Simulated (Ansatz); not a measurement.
Base system: ZnCu in the CsCl type structure (space group Pm-3m, No. 221; a = 2.908 Å; relaxed with 0.1 eV smearing). Axes: x, y, z lie along the cube axes.

Calculations: DFT with PBEsol, PAW potentials and a 420 eV plane-wave cutoff in Ansatz (a first-principles code), no SOC.

Base values:

```
Quantity   Result
--------  -------
Pressure  0.0 GPa
```

Now apply this change: biaxial strain −1.67 %, plane normal [111], relaxed out of plane (Cartesian); in-plane vectors clamped, the third vector and the atoms free.

Task: How does this affect the ratio −ε⊥/ε∥ and pressure?

Result: The ratio −ε⊥/ε∥ amounts to 0.60; the pressure (mean of the normal stresses, compression positive) goes from zero to 3.6 GPa.

Whether these cells are dynamically stable was not tested. All final runs are without spin polarisation.
